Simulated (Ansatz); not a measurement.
Data:

```yaml
crystal:
  lattice:
    - [4.23288, 0.00000, 0.00000]
    - [2.11644, 3.66578, 0.00000]
    - [2.11644, -1.22193, 9.53064]
  atoms:
    - { symbol: Bi, position: [0.20060, 0.39970, 0.19910] }
    - { symbol: Bi, position: [0.79940, 0.60030, 0.80090] }
    - { symbol: Se, position: [0.00000, 0.00000, 0.00000] }
    - { symbol: Se, position: [0.57158, 0.21421, 0.64263] }
    - { symbol: Se, position: [0.42842, 0.78579, 0.35737] }
```

No spin polarisation.

Calculations: Ansatz (a program for electronic structure) r2SCAN+rVV10, no SOC. k-mesh 9×9×9 (Γ-centred); smearing 0.05 eV (Fermi–Dirac).

Q: Predict the width of the top valence band, hole mass, space group and electron mass.

A: 
* **Width of the top valence band**: 1.07 eV
* **Hole mass**: 0.50 mₑ out of plane, 0.22 mₑ in plane (at Γ)
* **Space group**: R-3m (No. 166)
* **Electron mass**: 0.47 mₑ out of plane, 0.11 mₑ in plane (at Γ)

Spin-orbit coupling, missing from the scalar runs, can matter with Bi. The levels and masses belong to the bands next to the band gap. The cells carry an imposed strain or load. Masses are band curvatures over ±0.01 Å⁻¹ around the edge. Stability against distortions was not tested. The cell was made from Bi2Se3 in the Bi2Te3 type structure (space group R-3m, No. 166) by this change: biaxial strain +2.13 %, plane normal [001], relaxed out of plane.
